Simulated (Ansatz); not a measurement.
Model glasses of amorphous SiO2, 74 to 77 atoms (Si24O48 before any change). Each row is one cell at a composition chosen by hand, melted whole on the CHGNet potential with the anions pushed apart under 1.9 Å, quenched within some picoseconds, far faster than a real film, and relaxed with PBE, scalar-relativistic without spin-orbit coupling (plane waves to 420 eV, PAW; Ansatz, a first-principles code). Each is the lower in DFT energy of 2 quenches. Cycles of charging and discharging were tried on some cells ahead of these points, and a cell that came back lower was taken. The column on the box says what of it was relaxed with the atoms; held means as the quench left it. Cells that kept moments or hold spare charge are left out. So are cells far out in the fitted variable, so that no row sets the line alone.

At the relaxed places, the spacing of the highest filled and the lowest empty level was computed at the zone centre with PBE and with HSE06, without spin polarisation, or with spin where the moments then died out. A level counts as spread where PBE shares it among more than a fifth of the atoms; else the element of the atom with the largest weight is named. Formal charges balance in every cell (each cation at its usual highest valence, Cu and Ag at +1, Sb at +3, H at +1, O at −2, N at −3, F and Cl at −1). Exact exchange is cut at the faces of these small cells, which leaves the hybrid a finite-size error. Where a level is localised, the spacing isn't the band gap.

| cell | change | box | highest filled on | lowest empty on | spacing, PBE (eV) | spacing, HSE06 (eV) |
|---|---|---|---|---|---|---|
| Si24O50Sn | +2 O, +1 Sn | shape | O | Sn | 2.83 | 4.57 |
| Si24O51Ga2 | +2 Ga, +3 O | shape | O | Ga | 3.47 | 5.30 |
| Si24O51Al2 | +2 Al, +3 O | shape | O | spread | 4.02 | 5.84 |
| Si24O49Mg | +1 Mg, +1 O | shape | O | spread | 4.38 | 6.10 |
| Si24O49Zn | +1 O, +1 Zn | shape | O | spread | 4.54 | 6.33 |
| Si24O51B2 | +2 B, +3 O | shape | O | spread | 4.99 | withheld |
| Si24O49Be | +1 Be, +1 O | held | spread | spread | 5.21 | 7.03 |

### Question
Fit a straight line of the last column on the one before it through the 6 full rows, and predict the withheld value for Si24O51B2.

### Answer
Means: x = 4.075, y = 5.862. Slope = Σ(Δx Δy) / Σ(Δx²) = 3.5656 / 3.5165 = 1.014; intercept = 5.862 − (1.014) × 4.075 = 1.730 eV; r.m.s. residual 0.041 eV. Prediction: 1.730 + (1.014) × 4.99 = 6.79 eV. The run gave 6.82 eV, a miss of 0.03 eV, within the residual.
